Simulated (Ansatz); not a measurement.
The starting structures come from a database of crystals and need not be the phases stable at ambient conditions.

Inside the gap of an insulator the Bloch states are evanescent, with a wavenumber k + iκ along the transport direction.

```yaml
crystal:
  lattice:
    - [6.33262, 0.00000, 0.00000]
    - [0.00000, 6.63604, 0.00000]
    - [0.00000, 3.31802, 1.91566]
  atoms:
    - { symbol: Si, position: [0.93699, 0.66667, 0.00000] }
    - { symbol: Si, position: [0.06301, 0.33333, 0.00000] }
    - { symbol: Si, position: [0.43699, 0.33333, 0.00000] }
    - { symbol: Si, position: [0.56301, 0.66667, 0.00000] }
```

Space group of this cell: P6_3/mmc. The cell is taken as given.

Transport runs along the normal of the first two printed cell vectors, the (110) plane of the conventional cell.

The gap is the functional's own. No spin-orbit coupling. Mid-gap values are interpolated on the energy grid.

Q: Predict the band gap and the smallest decay constant κ at mid-gap from r2SCAN run with Ansatz (a quantum-chemistry and plane-wave program).

A: Gap 0.60 eV on a 6×16×16 mesh; κ = 0.089 1/Å, at the zone centre.
